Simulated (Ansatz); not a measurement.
For ZrC (model structure, started from the NbAs type, I4₁md, No. 109, 4 atoms in the cell), PBE-D3(BJ) in Ansatz (plane waves, PAW) gives:

| Property | Value |
|---|---|
| equilibrium lattice constant a | 3.036 Å |
| lattice parameter c | 11.425 Å |

Q: What does r²SCAN+rVV10 (PAW; Ansatz, a program for electronic structure) give for the same quantities?

A: 
- lattice constant a: 3.055 Å (goes up by 0.6 %)
- lattice parameter c: 11.466 Å (increases by 0.4 %)

Changes are worked out from the printed values.

Unless a cell is named, each level is at its own relaxed cell (PBE-D3(BJ) 13.16, r²SCAN+rVV10 13.38 Å³/atom).

Ansatz's density-functional and Hartree–Fock values are scalar-relativistic unless marked +SOC, with PAW data made under PBE.

A model structure was made by putting elements into a prototype or built by hand; it is no filed structure, need not be a known phase, and can be a saddle point held by its symmetry.
